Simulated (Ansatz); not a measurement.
WP (space group Pnma, No. 62)

```xyz
8
Lattice="5.6890 0.0000 0.0000 0.0000 3.2251 0.0000 0.0000 0.0000 6.2237" Properties=species:S:1:pos:R:3 pbc="T T T"
P      1.8097     2.4188     3.5156
P      3.8792     0.8063     2.7081
P      1.0348     0.8063     0.4037
P      4.6542     2.4188     5.8200
W      5.6139     2.4188     1.9406
W      0.0751     0.8063     4.2831
W      2.9196     0.8063     5.0524
W      2.7694     2.4188     1.1713
```

Computed with PBEsol (Ansatz, a quantum-chemistry and plane-wave program, PAW, spin-orbit coupling left out). Settings: 8×14×8 k-points, 0.05 eV Fermi–Dirac smearing.

The volume per atom is 14.27 Å³, the density comes out as 12.50 g/cm³ and the band gap comes out as zero. The total energy comes out as -5498.774 eV/atom (σ→0; compares only within this code and set-up).

No phonon test of stability was made. The final runs are not spin-polarised.
